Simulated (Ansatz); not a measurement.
Consider InSb in the zinc blende structure (space group F-43m, No. 216).

```yaml
crystal:
  lattice:
    - [0.00000, 3.25957, 3.25957]
    - [3.25957, 0.00000, 3.25957]
    - [3.25957, 3.25957, 0.00000]
  atoms:
    - { symbol: Sb, position: [0.75000, 0.75000, 0.75000] }
    - { symbol: In, position: [0.00000, 0.00000, 0.00000] }
```

Computed with PBEsol in Ansatz (plane waves to 420 eV, PAW, scalar-relativistic without spin-orbit coupling).

Base values:

| Item | Value |
|---|---|
| Lattice parameter a | 651.9 pm |

Perturbation: a hydrostatic pressure of 2.1 GPa.

Q: How does this affect the lattice parameter a?

A: The lattice parameter a falls by 9.5 pm, from 651.9 pm to 642.4 pm.

Load acts through the strain it causes; cell and atoms are relaxed under it. Stability against distortions was not tested. Tetrahedral semiconductors of this kind turn to denser phases somewhere between about 1 and 50 GPa; those were not computed, so compressed cells here can lie past the real transition. The final runs are not spin-polarised.

Ansatz is a first-principles code.
